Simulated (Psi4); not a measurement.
Psi4 1.11, M06-2X/def2-svp: N[Si@H](F)/C=C\[SiH2][SiH3], 17 atoms. The geometry is a generated start, not checked to be a minimum at this level.

- task = gradient
- method = m06-2x
- basis = def2-svp
- memory = 7 GB
- scf_type = df (default)
- guess = auto, which took SAD (default)
- diis_max_vecs = 10 (default)
- scf_initial_accelerator = adiis (default)
- e_convergence = 1e-08 (default)
- d_convergence = 1e-08 (default)
- basis functions (reference run) = 160
- grid points (reference run) = 3059329

```xyz
17

N      2.8316    -0.3549    -0.8637
Si     2.4350     0.7880     0.3202
F      3.7027     0.9058     1.2847
C      1.0416     0.1135     1.3013
C     -0.2499    -0.1010     0.9901
Si    -1.1466     0.2203    -0.5887
Si    -3.3491    -0.4687    -0.4947
H      1.9828    -0.6374    -1.3431
H      3.1797    -1.1820    -0.3889
H      2.1090     2.0733    -0.3273
H      1.3728    -0.1369     2.3058
H     -0.8932    -0.5165     1.7626
H     -1.0631     1.6739    -0.8849
H     -0.4178    -0.4940    -1.6717
H     -4.0444    -0.2024    -1.7830
H     -3.4205    -1.9280    -0.2112
H     -4.0705     0.2470     0.5925
```

Yardstick: the run with dft_radial_points = 200, dft_spherical_points = 974, dft_pruning_scheme = none (default), which is not proven converged either. Single runs; times are not shown.

Settings tried, all else as in the reference:
- dft_radial_points = 99, dft_spherical_points = 590
- dft_radial_points = 25, dft_spherical_points = 50
- dft_radial_points = 75 (default), dft_spherical_points = 302 (default), dft_pruning_scheme = treutler
- dft_radial_points = 75 (default), dft_spherical_points = 302 (default), dft_pruning_scheme = robust
- dft_radial_points = 150, dft_spherical_points = 770
- dft_radial_points = 50, dft_spherical_points = 194
- dft_radial_points = 75 (default), dft_spherical_points = 302 (default)
- dft_radial_points = 99, dft_spherical_points = 590, dft_pruning_scheme = robust
- dft_radial_points = 35, dft_spherical_points = 110
- dft_radial_points = 75 (default), dft_spherical_points = 434
- dft_radial_points = 99, dft_spherical_points = 590, dft_pruning_scheme = treutler

Question: Sort the settings: which keep to the reference within 1.0 meV/atom in energy, 10 meV/Å in forces (largest component), and which don't?

Answer: Within it: dft_radial_points = 99, dft_spherical_points = 590; dft_radial_points = 99, dft_spherical_points = 590, dft_pruning_scheme = robust; dft_radial_points = 150, dft_spherical_points = 770. At the edge (between 0.75 and 1.33 times the tolerance): dft_radial_points = 75 (default), dft_spherical_points = 434. Outside: dft_radial_points = 99, dft_spherical_points = 590, dft_pruning_scheme = treutler; dft_radial_points = 75 (default), dft_spherical_points = 302 (default), dft_pruning_scheme = robust; dft_radial_points = 75 (default), dft_spherical_points = 302 (default); dft_radial_points = 75 (default), dft_spherical_points = 302 (default), dft_pruning_scheme = treutler; dft_radial_points = 50, dft_spherical_points = 194; dft_radial_points = 35, dft_spherical_points = 110; dft_radial_points = 25, dft_spherical_points = 50.

| setting | grid points | energy against the reference | difference in forces (largest component) |
|---|---|---|---|
| the reference | 3059329 | — | — |
| dft_radial_points = 99, dft_spherical_points = 590 | 926453 | under 0.001 meV/atom | 5.6 meV/Å |
| dft_radial_points = 99, dft_spherical_points = 590, dft_pruning_scheme = robust | 645625 | under 0.001 meV/atom | 5.6 meV/Å |
| dft_radial_points = 150, dft_spherical_points = 770 | 1824856 | −0.0055 meV/atom | 6.1 meV/Å |
| dft_radial_points = 75 (default), dft_spherical_points = 434 | 518824 | +0.12 meV/atom | 11 meV/Å |
| dft_radial_points = 99, dft_spherical_points = 590, dft_pruning_scheme = treutler | 478753 | −0.45 meV/atom | 31 meV/Å |
| dft_radial_points = 75 (default), dft_spherical_points = 302 (default), dft_pruning_scheme = robust | 246721 | +0.0043 meV/atom | 45 meV/Å |
| dft_radial_points = 75 (default), dft_spherical_points = 302 (default) | 361207 | +0.0039 meV/atom | 45 meV/Å |
| dft_radial_points = 75 (default), dft_spherical_points = 302 (default), dft_pruning_scheme = treutler | 197353 | −0.38 meV/atom | 50 meV/Å |
| dft_radial_points = 50, dft_spherical_points = 194 | 157313 | +0.96 meV/atom | 53 meV/Å |
| dft_radial_points = 35, dft_spherical_points = 110 | 62674 | +63 meV/atom | 520 meV/Å |
| dft_radial_points = 25, dft_spherical_points = 50 | 20446 | −410 meV/atom | 1500 meV/Å |

Total energies are compared; such shifts often cancel in part in energy differences. The gradients leave out the derivatives of the grid weights. The tolerance is a choice made for this comparison.
